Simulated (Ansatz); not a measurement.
Pair distribution function (O-Sn) of SnO2 (rutile type), cell Sn24O48, started from the crystal, held near 2 GPa [in the run: it stayed crystalline; mean temperature 290 K (target 300 K); density 6.69 g/cm³, volume +4 % from the start crystal's; Γ point only, which a denser mesh shifts by 0.4 GPa in pressure and 0.01 eV/Å in forces], from MD at 290 K. These are PBE (plane waves, PAW; Ansatz, a program for electronic structure) values and carry that method's errors. Volume per atom 12.48 Å³, mean pressure 1.9 GPa. 

```
r (Å) | g(r)
     1.30 |  0.00
     1.34 |  0.00
     1.38 |  0.00
     1.42 |  0.00
     1.46 |  0.00
     1.50 |  0.00
     1.54 |  0.00
     1.58 |  0.00
     1.62 |  0.00
     1.66 |  0.00
     1.70 |  0.00
     1.74 |  0.00
     1.78 |  0.00
     1.82 |  0.00
     1.86 |  0.00
     1.90 |  0.00
     1.94 |  0.10
     1.98 | ### 1.38
     2.02 | ############# 6.87
     2.06 | ############################## 15.2
     2.10 | ############################## 15.3
     2.14 | ################# 8.77
     2.18 | ###### 2.88
     2.22 | # 0.64
     2.26 |  0.09
     2.30 |  0.02
     2.34 |  0.00
     2.38 |  0.00
     2.42 |  0.00
     2.46 |  0.00
     2.50 |  0.00
     2.54 |  0.00
     2.58 |  0.00
     2.62 |  0.00
     2.66 |  0.00
     2.70 |  0.00
     2.74 |  0.00
     2.78 |  0.00
     2.82 |  0.00
     2.86 |  0.00
     2.90 |  0.00
     2.94 |  0.00
     2.98 |  0.00
     3.02 |  0.00
     3.06 |  0.00
     3.10 |  0.00
     3.14 |  0.00
     3.18 |  0.00
     3.22 |  0.00
     3.26 |  0.00
     3.30 |  0.00
     3.34 |  0.04
     3.38 |  0.08
     3.42 |  0.21
     3.46 | # 0.41
     3.50 | # 0.69
     3.54 | ## 1.07
     3.58 | ### 1.45
     3.62 | ### 1.72
     3.66 | ### 1.73
     3.70 | ### 1.71
     3.74 | ### 1.78
     3.78 | #### 2.05
     3.82 | ##### 2.34
     3.86 | ##### 2.32
     3.90 | #### 1.83
     3.94 | ## 1.13
     3.98 | # 0.50
     4.02 |  0.23
     4.06 |  0.18
     4.10 | # 0.35
     4.14 | # 0.71
     4.18 | ## 1.20
     4.22 | #### 1.86
     4.26 | ##### 2.40
     4.30 | ##### 2.63
     4.34 | ##### 2.45
     4.38 | #### 1.84
     4.42 | ## 1.22
     4.46 | # 0.71
     4.50 | # 0.35
     4.54 |  0.17
     4.58 |  0.16
     4.62 | # 0.35
     4.66 | # 0.73
     4.70 | ## 1.18
     4.74 | ### 1.55
     4.78 | ### 1.73
```

Q: From the above, determine where the first shell ends and the number of neighbours in it.

A: g is nil from 2.3 to 3.3 Å, so any cut there serves; 3.0 Sn round each O and 6.0 O round each Sn in the shell, from n = 4πρ∫r²g(r)dr.
